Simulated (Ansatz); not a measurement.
Levels about the gap of amorphous Si24O51Mo (76 atoms in a cell of 1201 Å³, 2.19 g/cm³; zone centre alone, so wide bands show as single levels with stretches between that a denser mesh fills), at the geometry that PBE relaxed, where it gives 0.0 GPa on a denser mesh. The participation number counts the atoms over which a state spreads; weights are charges in smoothed Voronoi cells. The levels come from a single point, so bond lengths are those of that geometry. Method of the levels: r2SCAN, scalar-relativistic without spin-orbit coupling (Ansatz, a program for electronic structure). Sampling: the zone centre alone; Fermi-Dirac width 0.01 eV; collinear spin, started from moments on atoms (the moments died out). At PBE the levels at both edges of the gap are localised (band-tail or defect states), and the nearest spread-out levels lie 5.3 eV apart at the zone centre.

Preparation: random packing, a CHGNet melt and quench, and a DFT relaxation. O atoms were pushed apart under 1.9 Å during the dynamics, to hinder bonds among them. The hot cell started wider than the set density and was brought back towards it in steps. It is the lowest in DFT energy of 2 quenches. It is a model cell: composition and starting density were chosen by hand, and all elements were melted together. No dispersion term was used. Its density started from a set value of 2.30 and ended at 2.19 g/cm³. Cooling (nominally 320 K/ps over its main leg) ran many orders faster than in experiment, which tends to leave more defects and strain. A cell of this size samples the disorder only roughly. Volume and shape were free in the relaxation.

| E - E(highest filled), eV | filling | spin | participation number | largest on | weight O | weight Mo | weight Si |
|---|---|---|---|---|---|---|---|
| -0.91 | filled | dn | 6.0 | O, 2 neighbours | 0.95 | 0.00 | 0.05 |
| -0.69 | filled | up | 3.0 | O, 2 neighbours | 0.95 | 0.00 | 0.05 |
| -0.69 | filled | dn | 3.0 | O, 2 neighbours | 0.95 | 0.00 | 0.05 |
| -0.59 | filled | up | 4.5 | O, 2 neighbours | 0.96 | 0.00 | 0.04 |
| -0.59 | filled | dn | 4.5 | O, 2 neighbours | 0.96 | 0.00 | 0.04 |
| 0.00 | filled | up | 3.4 | O, 2 neighbours | 0.95 | 0.00 | 0.05 |
| 0.00 | filled | dn | 3.4 | O, 2 neighbours | 0.95 | 0.00 | 0.05 |
| 1.46 | empty | dn | 2.7 | Mo, 4 neighbours | 0.39 | 0.58 | 0.03 |
| 1.46 | empty | up | 2.7 | Mo, 4 neighbours | 0.39 | 0.58 | 0.03 |
| 1.61 | empty | dn | 2.8 | Mo, 4 neighbours | 0.41 | 0.57 | 0.02 |
| 1.61 | empty | up | 2.8 | Mo, 4 neighbours | 0.41 | 0.57 | 0.02 |
| 2.85 | empty | dn | 2.8 | Mo, 4 neighbours | 0.41 | 0.55 | 0.04 |
| 2.85 | empty | up | 2.8 | Mo, 4 neighbours | 0.41 | 0.55 | 0.04 |
| 3.60 | empty | dn | 2.9 | Mo, 4 neighbours | 0.42 | 0.55 | 0.03 |

Most localised among these is the empty level at +1.46 eV, on a Mo atom, which has 4 neighbours (O 1.67 Å, O 1.79 Å, O 1.84 Å, O 1.87 Å).
